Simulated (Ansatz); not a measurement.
```xyz
24
Lattice="17.5000 0.0000 0.0000 0.0000 17.5000 0.0000 0.0000 0.0000 5.4963" Properties=species:S:1:pos:R:3 pbc="T T T"
Ga    11.8235     8.7500     3.6743
N     11.5646    10.3750     4.5702
N     11.9999     8.7500     1.8220
Ga    10.2868    11.4117     3.6743
N      8.7500    11.9999     4.5702
Ga    11.4117    10.2868     0.9261
N     10.3750    11.5646     1.8220
Ga     7.2132    11.4117     3.6743
N      5.9354    10.3750     4.5702
Ga     8.7500    11.8235     0.9261
N      7.1250    11.5646     1.8220
Ga     5.6765     8.7500     3.6743
N      5.9354     7.1250     4.5702
Ga     6.0883    10.2868     0.9261
N      5.5001     8.7500     1.8220
Ga     7.2132     6.0883     3.6743
N      8.7500     5.5001     4.5702
Ga     6.0883     7.2132     0.9261
N      7.1250     5.9354     1.8220
Ga    10.2868     6.0883     3.6743
N     11.5646     7.1250     4.5702
Ga     8.7500     5.6765     0.9261
N     10.3750     5.9354     1.8220
Ga    11.4117     7.2132     0.9261
```

All values below come from PBE (plane waves to 420 eV, PAW; Ansatz, a quantum-chemistry and plane-wave program). Mesh 1×1×6. No spin polarisation. Isolated but for its images some 11 Å away. A hypothetical model, rolled from the flat sheet. Only distortions within the start's symmetry and period were free.

**Question.** Tabulate the two highest filled and two lowest empty levels along the axis, from the valence top.

**Answer.** 
```json
[
 {"k (2π/c)": "0.000", "v2 (eV)": "0.00", "v1 (eV)": "0.00", "c1 (eV)": "1.86", "c2 (eV)": "3.07"},
 {"k (2π/c)": "0.042", "v2 (eV)": "-0.01", "v1 (eV)": "-0.01", "c1 (eV)": "1.89", "c2 (eV)": "3.08"},
 {"k (2π/c)": "0.083", "v2 (eV)": "-0.02", "v1 (eV)": "-0.02", "c1 (eV)": "2.00", "c2 (eV)": "3.12"},
 {"k (2π/c)": "0.125", "v2 (eV)": "-0.05", "v1 (eV)": "-0.05", "c1 (eV)": "2.15", "c2 (eV)": "3.18"},
 {"k (2π/c)": "0.167", "v2 (eV)": "-0.09", "v1 (eV)": "-0.09", "c1 (eV)": "2.32", "c2 (eV)": "3.27"},
 {"k (2π/c)": "0.208", "v2 (eV)": "-0.14", "v1 (eV)": "-0.14", "c1 (eV)": "2.51", "c2 (eV)": "3.32"},
 {"k (2π/c)": "0.250", "v2 (eV)": "-0.19", "v1 (eV)": "-0.19", "c1 (eV)": "2.71", "c2 (eV)": "3.37"},
 {"k (2π/c)": "0.292", "v2 (eV)": "-0.21", "v1 (eV)": "-0.21", "c1 (eV)": "2.91", "c2 (eV)": "3.42"},
 {"k (2π/c)": "0.333", "v2 (eV)": "-0.21", "v1 (eV)": "-0.21", "c1 (eV)": "3.10", "c2 (eV)": "3.49"},
 {"k (2π/c)": "0.375", "v2 (eV)": "-0.20", "v1 (eV)": "-0.20", "c1 (eV)": "3.29", "c2 (eV)": "3.55"},
 {"k (2π/c)": "0.417", "v2 (eV)": "-0.20", "v1 (eV)": "-0.20", "c1 (eV)": "3.46", "c2 (eV)": "3.62"},
 {"k (2π/c)": "0.458", "v2 (eV)": "-0.19", "v1 (eV)": "-0.19", "c1 (eV)": "3.62", "c2 (eV)": "3.68"},
 {"k (2π/c)": "0.500", "v2 (eV)": "-0.19", "v1 (eV)": "-0.19", "c1 (eV)": "3.70", "c2 (eV)": "3.70"}
]
```
